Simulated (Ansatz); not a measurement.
**hypothetical cubic perovskite RbHgI3 with two functionals, isotropic strain −4.32 %**

Start from RbHgI3 in the cubic perovskite structure (space group Pm-3m, No. 221; a = 6.052 Å; a hypothetical phase, not in the database extracts checked).

(Cell as relaxed with PBE.)

Levels (all Ansatz, an electronic-structure program, PAW): PBE (420 eV, no spin-orbit coupling); PBEsol (420 eV, no spin-orbit coupling).

Each level relaxes its own structure.

| base | PBE | PBEsol |
|---|---|---|
| volume per atom | 44.34 Å³ | 41.14 Å³ |
| lattice parameter a | 6.052 Å | 5.903 Å |
| band gap | zero | zero |

Modification: the cell is scaled by 0.9568 in all directions; the atoms relax in the strained cell.

```tsv
quantity	PBE	PBEsol
pressure	3.4 GPa	?
energy relative to the base (free energy F)	+51 meV/atom	?
band gap	zero	?
```

Question: Given the PBE results, estimate those of PBEsol.

Answer: 
- pressure, PBEsol: 4.3 GPa
- energy relative to the base (free energy F), PBEsol: +59 meV/atom
- band gap, PBEsol: zero

PBE's pressure lies 0.9 GPa below PBEsol's; PBE's energy relative to the base lies 8.5 meV/atom below PBEsol's; the two agree on the band gap. Neither level is exact; PBEsol is the comparison here, not a measurement.

Stability against distortions was not tested. All final runs are without spin polarisation. Many cubic perovskites are stable only at high temperature; tilts and polar distortions were not tested. A zero or small gap of RbHgI3 can be the functional's error rather than a property of the material.
